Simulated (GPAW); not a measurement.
A self-consistent single point of AlInCu2S4 (I-4, 8 atoms in the cell) with GPAW.

Computed with LDA (Perdew-Wang 92), GPAW PAW datasets LDA (gpaw-data 1.0.1) (plane waves; GPAW 25.7.0).

The change in words: lattice scaled by 0.98. Reference geometry:
```yaml
crystal:
  lattice:
    - [-2.73720, 2.73720, 5.42069]
    - [2.73720, -2.73720, 5.42069]
    - [2.73720, 2.73720, -5.42069]
  atoms:
    - { symbol: Al, position: [0.75000, 0.25000, 0.50000] }
    - { symbol: In, position: [0.50000, 0.50000, 0.00000] }
    - { symbol: Cu, position: [0.25000, 0.75000, 0.50000] }
    - { symbol: Cu, position: [0.00000, 0.00000, 0.00000] }
    - { symbol: S, position: [0.09857, 0.10932, 0.47431] }
    - { symbol: S, position: [0.89068, 0.36499, 0.98925] }
    - { symbol: S, position: [0.63501, 0.62426, 0.52569] }
    - { symbol: S, position: [0.37574, 0.90143, 0.01075] }
```

Reference input (self-consistent single point, DFT LDA (Perdew-Wang 92), plane waves, GPAW PAW datasets LDA (gpaw-data 1.0.1)): mode = pw; ecut = 800 eV; xc = LDA; kpts = 5 5 5; mesh shift (steps) = 0 0 0; occupations.name = fermi-dirac; occupations.width = 0.05 eV; nbands = -4; convergence.bands = -2; symmetry.symmorphic = false; symmetry.tolerance = 0.0005; maxiter = 100. This run's input differs from it in these lines:

```diff
@@ -5,5 +5,5 @@
 atoms = Atoms(['Al', 'In', 'Cu', 'Cu', 'S', 'S', 'S', 'S'],
-              cell=[[-2.737205, 2.737205, 5.420690],
-                    [2.737205, -2.737205, 5.420690],
-                    [2.737205, 2.737205, -5.420690]],
+              cell=[[-2.682461, 2.682461, 5.312276],
+                    [2.682461, -2.682461, 5.312276],
+                    [2.682461, 2.682461, -5.312276]],
               scaled_positions=[[0.750000, 0.250000, 0.500000],
```

The program printed (abridged):

```
     iter     time        total  log10-change:
                         energy   eigst   dens
iter:   1 --:--:--   -42.820725   +0.81
iter:   2 --:--:--   -42.844407   -0.19  -1.20
iter:   3 --:--:--   -42.001068   -1.01  -1.21
iter:   4 --:--:--   -41.381720   -0.71  -1.27
iter:   5 --:--:--   -41.384668   -1.11  -1.42
iter:   6 --:--:--   -41.369328c  -1.03  -1.81
iter:   7 --:--:--   -41.740468   -1.13  -1.86
iter:   8 --:--:--   -41.176362   -0.87  -1.90
iter:   9 --:--:--   -41.182254   -2.18  -2.51
iter:  10 --:--:--   -41.193450c  -2.59  -2.54
iter:  11 --:--:--   -41.184115c  -2.17  -2.52
   [... lines left out ...]
iter:  20 --:--:--   -41.180064c  -4.98  -3.69
iter:  21 --:--:--   -41.180052c  -5.34  -3.95
iter:  22 --:--:--   -41.180046c  -5.43  -4.01c
iter:  23 --:--:--   -41.180056c  -5.44  -4.11c
iter:  24 --:--:--   -41.180054c  -5.94  -4.22c
iter:  25 --:--:--   -41.180051c  -5.16  -4.27c
iter:  26 --:--:--   -41.180046c  -6.07  -4.43c
iter:  27 --:--:--   -41.180045c  -6.44  -4.94c
iter:  28 --:--:--   -41.180045c  -6.59  -5.14c
iter:  29 --:--:--   -41.180045c  -6.89  -5.11c
iter:  30 --:--:--   -41.180045c  -7.14  -5.23c
iter:  31 --:--:--   -41.180045c  -7.15  -5.41c
iter:  32 --:--:--   -41.180045c  -7.47c -5.58c
Converged after 32 iterations.

Dipole moment: (0.186094, -0.186094, -0.000000) |e|*Ang

Energy contributions relative to reference atoms: (reference = -299613.241598)

Kinetic:        +36.828085
Potential:      -36.176350
External:        +0.000000
XC:             -42.356630
Entropy (-ST):   -0.000005
Local:           +0.524852
SIC:             +0.000000
--------------------------
Free energy:    -41.180047
Extrapolated:   -41.180045

Showing only first 2 kpts
 Kpt  Band  Eigenvalues  Occupancy
  0    29      5.39349    1.99995
  0    30      5.42234    1.99991
  0    31      6.33251    0.00053
  0    32      7.61306    0.00000

  1    29      5.12783    2.00000
  1    30      5.31034    1.99999
  1    31      7.38871    0.00000
  1    32      8.13016    0.00000

Fermi level: 5.92091

Gap: 0.910 eV
Transition (v -> c):
   [... lines left out ...]
  2 Cu    0.00000    0.00000    0.00000
  3 Cu    0.00000    0.00000    0.00000
  4 S    -0.47866    0.14060    0.18761
  5 S     0.14060    0.47866   -0.18761
  6 S     0.47866   -0.14060    0.18761
  7 S    -0.14060   -0.47866   -0.18761

Stress tensor:
     0.006120     0.000000     0.000000
     0.000000     0.006120    -0.000000
     0.000000    -0.000000     0.004928
Stress (GPa, Voigt): [ 0.9805  0.9805  0.7895 -0.      0.      0.    ]
```

The run converged in 32 iterations. GPAW prints stress with tension positive. Against the reference run the free energy drops by 23.5 meV/atom, the pressure goes from -5.50 to -0.92 GPa, the largest force goes from 0.350 to 0.533 eV/Å and the gap on the mesh goes from 0.618 to 0.910 eV.

The starting cell comes from a database of computed structures (which also holds hypothetical and non-ambient phases and stackings), without a prior relaxation at this level. For this run, on top of that: lattice scaled by 0.98.

Cost on one core of a shared machine: roughly 8 min.
